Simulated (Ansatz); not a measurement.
Electronic density of states of amorphous Ga₂₄O₃₇Sr, density 5.00 g/cm³, on a 2×2×2 Γ-centred mesh with a Gaussian width of 0.1 eV; energies count from the Fermi level, whose place inside the gap is arbitrary. Cell and mesh are small, so fine structure isn't converged. The numbers are results of PBE, scalar-relativistic without spin-orbit coupling (plane waves to 420 eV, PAW; Ansatz, an electronic-structure program), not measurements. Sampling: a 2×2×2 Γ-centred mesh; Fermi-Dirac width 0.02 eV; no spin polarisation. At PBE the levels at the filled edge of the gap are localised (band-tail or defect states).

Preparation: random packing, a CHGNet melt and quench, and a DFT relaxation. O atoms were pushed apart under 1.9 Å during the dynamics, to hinder bonds among them. The hot cell started wider than the set density and was brought back towards it in steps. It is the lowest in DFT energy of 2 quenches. It is a model cell: composition and starting density were chosen by hand, and all elements were melted together. No dispersion term was used. Its density started from a set value of 5.01 and ended at 5.00 g/cm³. The simulated quench (nominally 280 K/ps over its main leg) is rapid and tends to freeze in more defects than a deposited or slowly cooled glass has. Values belong to this one cell and scatter from quench to quench. Volume and shape were free in the relaxation.

(E - EF (eV), states/(eV atom)): (-12.00, 0.00); (-11.90, 0.00); (-11.80, 0.00); (-11.70, 0.00); (-11.60, 0.00); (-11.50, 0.00); (-11.40, 0.00); (-11.30, 0.00); (-11.20, 0.00); (-11.10, 0.00); (-11.00, 0.00); (-10.90, 0.00); (-10.80, 0.00); (-10.70, 0.00); (-10.60, 0.00); (-10.50, 0.00); (-10.40, 0.00); (-10.30, 0.00); (-10.20, 0.00); (-10.10, 0.00); (-10.00, 0.00); (-9.90, 0.00); (-9.80, 0.00); (-9.70, 0.00); (-9.60, 0.00); (-9.50, 0.00); (-9.40, 0.00); (-9.30, 0.00); (-9.20, 0.00); (-9.10, 0.00); (-9.00, 0.00); (-8.90, 0.00); (-8.80, 0.00); (-8.70, 0.00); (-8.60, 0.00); (-8.50, 0.00); (-8.40, 0.00); (-8.30, 0.00); (-8.20, 0.00); (-8.10, 0.00); (-8.00, 0.00); (-7.90, 0.00); (-7.80, 0.00); (-7.70, 0.05); (-7.60, 0.19); (-7.50, 0.30); (-7.40, 0.27); (-7.30, 0.30); (-7.20, 0.36); (-7.10, 0.36); (-7.00, 0.33); (-6.90, 0.32); (-6.80, 0.35); (-6.70, 0.34); (-6.60, 0.32); (-6.50, 0.32); (-6.40, 0.34); (-6.30, 0.30); (-6.20, 0.32); (-6.10, 0.30); (-6.00, 0.28); (-5.90, 0.30); (-5.80, 0.26); (-5.70, 0.22); (-5.60, 0.22); (-5.50, 0.23); (-5.40, 0.22); (-5.30, 0.23); (-5.20, 0.40); (-5.10, 0.47); (-5.00, 0.48); (-4.90, 0.50); (-4.80, 0.49); (-4.70, 0.51); (-4.60, 0.55); (-4.50, 0.47); (-4.40, 0.45); (-4.30, 0.53); (-4.20, 0.54); (-4.10, 0.51); (-4.00, 0.52); (-3.90, 0.60); (-3.80, 0.57); (-3.70, 0.52); (-3.60, 0.54); (-3.50, 0.59); (-3.40, 0.61); (-3.30, 0.65); (-3.20, 0.69); (-3.10, 0.68); (-3.00, 0.67); (-2.90, 0.62); (-2.80, 0.63); (-2.70, 0.69); (-2.60, 0.76); (-2.50, 0.82); (-2.40, 0.76); (-2.30, 0.73); (-2.20, 0.80); (-2.10, 0.84); (-2.00, 0.89); (-1.90, 0.92); (-1.80, 0.96); (-1.70, 0.96); (-1.60, 0.97); (-1.50, 0.93); (-1.40, 0.81); (-1.30, 0.70); (-1.20, 0.69); (-1.10, 0.69); (-1.00, 0.61); (-0.90, 0.35); (-0.80, 0.10); (-0.70, 0.01); (-0.60, 0.00); (-0.50, 0.00); (-0.40, 0.00); (-0.30, 0.00); (-0.20, 0.00); (-0.10, 0.00); (0.00, 0.00); (0.10, 0.00); (0.20, 0.00); (0.30, 0.00); (0.40, 0.00); (0.50, 0.00); (0.60, 0.00); (0.70, 0.00); (0.80, 0.02); (0.90, 0.02); (1.00, 0.00); (1.10, 0.00); (1.20, 0.00); (1.30, 0.00); (1.40, 0.00); (1.50, 0.00); (1.60, 0.00); (1.70, 0.00); (1.80, 0.01); (1.90, 0.06); (2.00, 0.09); (2.10, 0.07); (2.20, 0.02); (2.30, 0.01); (2.40, 0.05); (2.50, 0.08); (2.60, 0.08); (2.70, 0.08); (2.80, 0.06); (2.90, 0.07); (3.00, 0.10); (3.10, 0.09); (3.20, 0.06); (3.30, 0.05); (3.40, 0.10); (3.50, 0.09); (3.60, 0.08); (3.70, 0.11); (3.80, 0.16); (3.90, 0.21); (4.00, 0.20); (4.10, 0.17); (4.20, 0.18); (4.30, 0.21); (4.40, 0.24); (4.50, 0.26); (4.60, 0.22); (4.70, 0.24); (4.80, 0.26); (4.90, 0.30); (5.00, 0.27); (5.10, 0.28); (5.20, 0.30); (5.30, 0.36); (5.40, 0.37); (5.50, 0.29); (5.60, 0.30); (5.70, 0.34); (5.80, 0.34); (5.90, 0.37); (6.00, 0.39); (6.10, 0.36); (6.20, 0.33); (6.30, 0.34); (6.40, 0.33); (6.50, 0.35); (6.60, 0.33); (6.70, 0.34); (6.80, 0.34); (6.90, 0.34); (7.00, 0.34); (7.10, 0.35); (7.20, 0.37); (7.30, 0.40); (7.40, 0.37); (7.50, 0.34); (7.60, 0.35)

The level gap on this mesh is 1.72 eV; the broadening fills part of it in the curve.
